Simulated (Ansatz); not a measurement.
How far PBE and r2SCAN part for hypothetical rock salt SbP, uniaxial strain ε_xx = −1.29 %

Base system: SbP in the rock salt structure (space group Fm-3m, No. 225; a = 5.634 Å; a hypothetical phase, not in the database extracts checked; relaxed with 0.1 eV smearing). Axes: x, y, z lie along the cube axes.

(Cell as relaxed with PBE.)

Levels (all Ansatz, a program for electronic structure, PAW): PBE (420 eV, no SOC); r2SCAN (500 eV, scalar-relativistic without spin-orbit coupling).

Each level relaxes its own structure.

| base | PBE | r2SCAN |
|---|---|---|
| volume per atom | 22.36 Å³ | 21.96 Å³ |
| lattice parameter a | 5.634 Å | 5.600 Å |
| band gap | zero | zero |

It is then changed as follows: the cell is compressed by 1.29 % along x with no lateral relaxation, atoms relaxed at fixed cell.

```csv
quantity,PBE,r2SCAN
shortest interatomic distance,2.781 Å,(withheld)
"pressure (mean of the normal stresses, compression positive)",1.0 GPa,(withheld)
band gap,zero,(withheld)
energy relative to the base (free energy F),+2.2 meV/atom,(withheld)
```

Question: What does r2SCAN give?

Answer: 
- shortest interatomic distance, r2SCAN: 2.764 Å
- pressure (mean of the normal stresses, compression positive), r2SCAN: 1.1 GPa
- band gap, r2SCAN: zero
- energy relative to the base (free energy F), r2SCAN: +2.3 meV/atom

PBE's shortest interatomic distance lies 0.017 Å above r2SCAN's (0.6 %); the two agree on the band gap. Neither level is exact; r2SCAN is the comparison here, not a measurement.

Stability against distortions was not tested. All final runs are without spin polarisation.
